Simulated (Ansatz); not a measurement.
For BaTaO3 (Pm-3m, No. 221, 5 atoms in the cell; start mp-754678), PBEsol (Ansatz, a program for electronic structure, PAW) gives:

| Quantity | Value |
|---|---|
| equilibrium lattice constant a | 4.070 Å |
| bulk modulus | 196 GPa |
| cohesive energy | 7.24 eV/atom |

Problem. What does r²SCAN (Ansatz, PAW) give for the same quantities?

Solution. 
- lattice constant a: 4.092 Å (grows by 0.5 %)
- bulk modulus: 195 GPa (hardly moves)
- cohesive energy: 6.85 eV/atom (shrinks by 0.39 eV/atom)

Changes are worked out from the printed values.

Unless a cell is named, each level is at its own relaxed cell (PBEsol 13.49, r²SCAN 13.70 Å³/atom).

Levels without +SOC leave out spin–orbit coupling, which shifts energies and cells of such heavy elements.

Caveats: the bulk modulus is −V dP/dV from two relaxed cells at ±2 % in volume (PBEsol, r²SCAN); the relaxation could not lower the start's symmetry, so the cell can be a saddle point above a distorted one (PBEsol, r²SCAN). Ansatz's density-functional and Hartree–Fock values are scalar-relativistic unless marked +SOC, with PAW data made under PBE.

A start named mp-… is a Materials Project structure, which need not be a measured phase.
